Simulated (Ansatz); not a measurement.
Consider GaP in the zinc blende structure (space group F-43m, No. 216; a = 5.451 Å).

The values are results of r2SCAN/PAW in Ansatz (an electronic-structure program), without spin-orbit coupling, not measurements.

One change was made to it. Results:

```json
[
 {"quantity": "shortest interatomic distance", "base": "4.461 bohr", "after": "4.035 bohr"},
 {"quantity": "hole mass (degenerate bands, along [100])", "base": "0.13, 0.37, 0.37 mₑ (at Γ)", "after": "0.21, 0.25, 0.25 mₑ (at Γ)"},
 {"quantity": "band gap", "base": "1.85 eV", "after": "1.10 eV"}
]
```

Question: What was done to the base?
(A) pressure 100 GPa
(B) pressure 3 GPa
(C) pressure 50 GPa
(D) pressure −2 GPa
(E) pressure 7 GPa

Answer: C, pressure 50 GPa. For comparison, the band gap in the other runs: pressure −2 GPa gives 1.88 eV; pressure 7 GPa gives 1.72 eV; pressure 3 GPa gives 1.79 eV; pressure 100 GPa gives 0.57 eV.

Load acts through the strain it causes; cell and atoms are relaxed under it. Effective masses come from finite differences of ±0.01 Å⁻¹. Whether these cells are dynamically stable was not tested. Measured, GaP leaves this structure (for a Cmcm phase) near 26 GPa (temperature not stated; as listed in Datta, Sujoy, Jana, Debnarayan, arXiv (2020)).
